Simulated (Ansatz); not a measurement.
SnSe (model structure, started from the zincblende type, F-43m, No. 216, 2 atoms in the cell): lattice parameter a by level of theory

No measured value is used here.

| level (code) | value (Å) |
|---|---|
| PBE (Ansatz) | 6.780 |
| PBEsol (Ansatz) | ___ |
| PBE-D3(BJ) (Ansatz) | 6.735 |
| r²SCAN (Ansatz) | 6.725 |

Fill in the missing entries.


- PBEsol (Ansatz, an electronic-structure program), value (Å): 6.656

Ansatz's density-functional and Hartree–Fock values are scalar-relativistic unless marked +SOC, with PAW data made under PBE.

A model structure was made by putting elements into a prototype or built by hand; it is no filed structure, need not be a known phase, and can be a saddle point held by its symmetry.
